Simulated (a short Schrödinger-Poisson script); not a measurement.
Structure: gated Al0.33Ga0.67N/GaN polarisation-induced gas, at 77 K.

| layer | material | thickness (nm) | Na (cm⁻³) |
|---|---|---|---|
| 1 | Al0.33Ga0.67N | 15 | - |
| 2 | GaN | 6000 | 2e15 |

The device is made up for the run: typed textbook-type constants, with dimensions and the other settings drawn at random. Al0.33Ga0.67N: permittivity 9.3, conduction-band edge (eV) 0.462, gap (eV) 4.09, electron mass (mₑ) 0.24, Nv at 300 K (cm⁻³) 4.6e19. GaN: permittivity 9.5, conduction-band edge (eV) 0, gap (eV) 3.43, Nv at 300 K (cm⁻³) 4.6e19.

Channel valleys (confinement mass, in-plane density-of-states mass, number): Γ 0.2, 0.2, 1. At the gate the conduction-band edge of layer 1 lies 1.27 eV − eVg above the Fermi level of the channel; the field vanishes at the back. Sheet of polarisation charge: +1.6e13 e/cm² at 15 nm from the gate. The barrier under the gate holds no holes. Gaps are held at their typed values at every temperature. Mesh 0.08 nm at interfaces.

Solved with a short Schrödinger-Poisson script written for these runs: 1D Poisson equation in equilibrium, electrons quantum, Hartree (BenDaniel-Duke, 40 states a valley, the channel's in-plane mass for all, wave functions free to enter the barrier), parabolic valleys, classical holes, full ionisation, no traps, pinning or gate leakage.

The same stack at other levels of the model or other numerical settings:

```
run                                                                  sheet density of all electrons at Vg = 0.5 V (cm⁻²)  sheet density of all electrons at Vg = -2.5 V (cm⁻²)  capacitance at Vg = 0.5 V (μF/cm²)  centroid of the channel electrons at Vg = 0.5 V (nm)  rough cost against the base
-------------------------------------------------------------------  ---------------------------------------------------  ----------------------------------------------------  ----------------------------------  ----------------------------------------------------  ---------------------------
base                                                                                                             1.33e13                                               3.71e12                               0.522                                                  1.67                      about 1
electrons treated as classical, Boltzmann                                                                        1.44e13                                               4.23e12                               0.545                                                  0.22                         0.02
electrons treated as classical, Fermi-Dirac                                                                      1.33e13                                               3.85e12                               0.508                                                     …                          0.1
electrons treated as quantum, Hartree plus LDA exchange-correlation                                              1.34e13                                               3.82e12                               0.524                                                     …                            2
mesh six times as coarse                                                                                         1.33e13                                               3.71e12                               0.522                                                     …                          0.2
one subband a valley                                                                                             1.32e13                                               3.71e12                               0.518                                                  1.40                          0.4
```

### Question
Fill in the missing entries.

### Answer

- mesh six times as coarse, centroid of the channel electrons at Vg = 0.5 V (nm): 1.61
- electrons treated as quantum, Hartree plus LDA exchange-correlation, centroid of the channel electrons at Vg = 0.5 V (nm): 1.52
- electrons treated as classical, Fermi-Dirac, centroid of the channel electrons at Vg = 0.5 V (nm): 1.45

The classical rows ignore confinement, and Boltzmann statistics overrate the density once the band edge passes the Fermi level.
